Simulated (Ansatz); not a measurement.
We consider ScAlMgO4 (R3m, No. 160, 7 atoms in the cell; start mp-1221961), described by r²SCAN0 (Ansatz, a program for electronic structure, plane waves, PAW).

Run with plane-wave cutoff 520 eV, 8×8×8 k mesh, Fermi–Dirac smearing 0.01 eV, scalar-relativistic PAW data made under PBE.

Cell (relaxed with PBEsol):

```cif
data_AlMgO4Sc
_chemical_formula_sum 'Mg1 Sc1 Al1 O4'
_space_group_name_H-M_alt 'P 1'
_space_group_IT_number 1
_cell_length_a 8.48420
_cell_length_b 8.48420
_cell_length_c 8.48420
_cell_angle_alpha 22.012
_cell_angle_beta 22.012
_cell_angle_gamma 22.012
loop_
_space_group_symop_operation_xyz
  'x, y, z'
loop_
_atom_site_label
_atom_site_type_symbol
_atom_site_fract_x
_atom_site_fract_y
_atom_site_fract_z
_atom_site_occupancy
Mg1 Mg 0.21738 0.21738 0.21738 1
Sc1 Sc 0.00467 0.00467 0.00467 1
Al1 Al 0.78663 0.78663 0.78663 1
O1 O 0.12058 0.12058 0.12058 1
O2 O 0.86189 0.86189 0.86189 1
O3 O 0.29714 0.29714 0.29714 1
O4 O 0.71200 0.71200 0.71200 1
```

Q: What does this level give for the band gap?

A: 
- band gap = 7.27 eV (direct)

Note: cell and atoms aren't relaxed at this level (largest force component 0.24 eV/Å, pressure -2.9 GPa).

Static lattice: no zero-point or thermal effects.

Cost on a shared machine: around 28 core-minutes (rough).

A start named mp-… is a Materials Project structure, which need not be a measured phase.
